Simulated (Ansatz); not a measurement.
# BaTiO3: band gap against strain

BaTiO3 (cubic perovskite, Pm-3m, 12.986 Å³/atom at rest, cube axes along x, y and z) under an equal strain ε along all three axes. PBE in Ansatz, a plane-wave DFT program (PAW, default set), 420 eV, 8×8×8 Γ-centred mesh, Fermi-Dirac smearing 0.05 eV; ions are relaxed within the symmetry of each cell. Gaps are the smallest over the k-mesh and a band path, without spin-orbit coupling; in all rows the valence edge lies at about 1.4 Å⁻¹ from Γ and the conduction edge at Γ.

Here s stands for strain and Eg for gap.

```csv
strain (%),gap (eV)
-1.20,1.86
-0.60,1.82
0.00,1.78
0.60,1.75
1.20,1.71
3.00,?
```

Fit Eg of the 5 rows that show it with a straight line. Means: s 0, Eg 1.784. About the means, the sum of products is -0.22200 and the sum of squares of s is 3.6000; the slope is their ratio. Least squares gives Eg = 1.784 - 0.0617·s. Residuals (row less fit): 0.002, -0.001, -0.004, 0.003, 0.000; standard error 0.003 (degrees of freedom: 3). Over these rows the gap moves by -6.2 ± 0.2 eV per unit strain, or -2.1 eV per unit of ln V.

Question: Predict the withheld Eg at s = 3.00 from the fit, and compare with the calculation.

Answer: Eg = 1.784 - 0.0617 × 3.0 = 1.599 eV. The calculation gives 1.59 eV, 0.009 eV below the prediction (3.3 % of the range of Eg in the table). The row lies outside the fitted rows, so this is an extrapolation. The fitted rows scatter only by rounding.

The primitive cell can neither tilt nor turn polar against its symmetry, as such crystals can under strain. BaTiO3 is here the ideal cubic form; the compound distorts at low or room temperature. Rows are the converged runs of the series near zero and its far end; series whose fitted rows scatter by over a few per cent of the range, as at a crossing or softening among them, aren't shown in this form. Most that stay on the fit to the last digits aren't either.
